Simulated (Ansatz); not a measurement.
## Si, carrier doping

Take Si in the diamond structure (space group Fd-3m, No. 227; a = 5.470 Å) as the base.

Carriers are added at fixed cell with a uniform background; the Fermi–Dirac width is that of 300 K.

Levels (all Ansatz, a first-principles code, PAW, earlier PAW set): PBE (420 eV, no spin-orbit coupling); r2SCAN (500 eV, no spin-orbit coupling).

The base cell above is that of PBE; each level relaxes its own structures.

| case | shift of the gap caused by the change, PBE | shift of the gap caused by the change, r2SCAN |
|---|---|---|
| electrons 1.0×10^21 cm⁻³ | -0.01 eV | -0.01 eV |
| electrons 2.0×10^21 cm⁻³ | -0.03 eV | -0.02 eV |
| electrons 3.0×10^21 cm⁻³ | -0.04 eV | -0.03 eV |
| holes 1.0×10^21 cm⁻³ | +0.02 eV | +0.02 eV |
| holes 2.0×10^21 cm⁻³ | +0.04 eV | +0.04 eV |
| holes 3.0×10^21 cm⁻³ | +0.07 eV | +0.06 eV |

The two levels differ by at most about 0.02 eV. They put the cases in the same order.

Charged cell with a jellium background: band edges are those of the host's band count, energies are not comparable with the neutral cell, and many-body gap narrowing is missing. Whether these cells are dynamically stable was not tested.
